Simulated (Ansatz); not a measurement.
# AlRu: response to strain

Consider AlRu in the CsCl type structure (space group Pm-3m, No. 221; relaxed with 0.1 eV smearing).

```
CELL_PARAMETERS angstrom
      2.95452     0.00000     0.00000
      0.00000     2.95452     0.00000
      0.00000     0.00000     2.95452
ATOMIC_POSITIONS crystal
  Al 0.50000 0.50000 0.50000
  Ru 0.00000 0.00000 0.00000
```

Cartesian axes are those of the cell as printed.

Strains are applied to the cell and any free atomic positions relax.

Method: Ansatz (an electronic-structure program) LDA, scalar-relativistic without spin-orbit coupling.

Notes on the quantities. energy relative to the base: free energy F.

```json
[
 {"uniaxial strain ε_zz (%)": "0", "energy relative to the base (meV/atom)": "0.0"},
 {"uniaxial strain ε_zz (%)": "0.5", "energy relative to the base (meV/atom)": "0.4"},
 {"uniaxial strain ε_zz (%)": "1", "energy relative to the base (meV/atom)": "?"},
 {"uniaxial strain ε_zz (%)": "1.5", "energy relative to the base (meV/atom)": "3.1"},
 {"uniaxial strain ε_zz (%)": "2", "energy relative to the base (meV/atom)": "5.5"},
 {"uniaxial strain ε_zz (%)": "2.5", "energy relative to the base (meV/atom)": "8.4"},
 {"uniaxial strain ε_zz (%)": "3", "energy relative to the base (meV/atom)": "12.0"}
]
```

Fit ΔE = Aε² + Bε³ (ε in %) to the rows shown and predict the withheld row.

Least squares on the printed values gives A = 1.44 and B = -0.035 meV/atom (largest residual 0.0 meV/atom); this predicts 1.4 meV/atom, and the run gives 1.4 meV/atom, in agreement.

Whether these cells are dynamically stable was not tested. The final runs are not spin-polarised.
